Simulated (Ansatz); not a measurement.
The starting structures come from a database of crystals and need not be the phases stable at ambient conditions.

By PBEsol, the system below comes out a metal.

Given:

```yaml
crystal:
  lattice:
    - [3.23414, 0.00000, 0.00000]
    - [0.00000, 4.57376, 0.00000]
    - [1.61707, 2.28688, 1.61707]
  atoms:
    - { symbol: Be, position: [0.50000, 0.75000, 0.00000] }
    - { symbol: Be, position: [0.50000, 0.25000, 0.00000] }
    - { symbol: B, position: [0.00000, 0.00000, 0.00000] }
```

Space group of this cell: Fm-3m. The cell is taken as given; by PBEsol its mean pressure is -1.9 GPa.

The current flows along the normal of the first two printed cell vectors, the (110) plane of the conventional cell. No spin-orbit coupling; the value is a mean over 0.1 eV about the Fermi level.

Q: State the ballistic conductance per area according to PBEsol (Ansatz, a first-principles code).

A: 1.2 × 10¹⁵ S/m² for both spins.
